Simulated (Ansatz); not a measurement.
The structure below was relaxed with PBEsol, PAW, 420 eV (Ansatz, a first-principles code; without spin-orbit coupling), earlier PAW set.

```
CELL_PARAMETERS angstrom
      3.91207     0.00000     0.00000
     -1.95603     3.38795     0.00000
      0.00000     0.00000    10.61851
ATOMIC_POSITIONS crystal
  As 0.00000 0.00000 0.74202
  As 0.33333 0.66667 0.42833
  Ga 0.66667 0.33333 0.10735
  Al 0.00000 0.00000 0.97073
  Al 0.33333 0.66667 0.65787
  Al 0.66667 0.33333 0.34371
```

Find the space group and the Wyckoff positions.

Space group P3m1 (No. 156); a = b = 3.9121 Å, c = 10.6185 Å, α = β = 90.00°, γ = 120.00°

| atom | site | symmetry | x | y | z |
|---|---|---|---|---|---|
| As | 1a | 3m. | 0.0000 | 0.0000 | 0.7420 |
| As | 1b | 3m. | 0.3333 | 0.6667 | 0.4283 |
| Ga | 1c | 3m. | 0.6667 | 0.3333 | 0.1074 |
| Al | 1a | 3m. | 0.0000 | 0.0000 | 0.9707 |
| Al | 1b | 3m. | 0.3333 | 0.6667 | 0.6579 |
| Al | 1c | 3m. | 0.6667 | 0.3333 | 0.3437 |

Describe the coordination.

The crystal has 6 atoms in its conventional cell. Cell: a = b = 3.9121 Å, c = 10.6185 Å, α = β = 90.00°, γ = 120.00°. As1 sees 4 Al at 2.429 Å (tetrahedral). As2 has 4 Al at 2.431–2.437 Å (tetrahedral). Ga sees 1 Al at 2.510 Å and 3 Al at 2.684 Å. Al1 sees 1 As at 2.429 Å and 3 Ga at 2.684 Å. Al2 has 4 As at 2.429–2.437 Å (tetrahedral). Al3 is coordinated by 3 As at 2.431 Å and 1 Ga at 2.510 Å (tetrahedral). (Neighbours: up to the widest gap in distance over summed covalent radii, below 1.35, at either atom; cation-cation and far metal-metal contacts left out.)

Each cell is one ordered arrangement of few atoms, which overstates ordering effects compared with a random alloy. No phonon test of stability was made. The final runs are not spin-polarised. The cell was made from AlAs by this change: x(Ga) = 0.333, 6 atoms, P3m1.
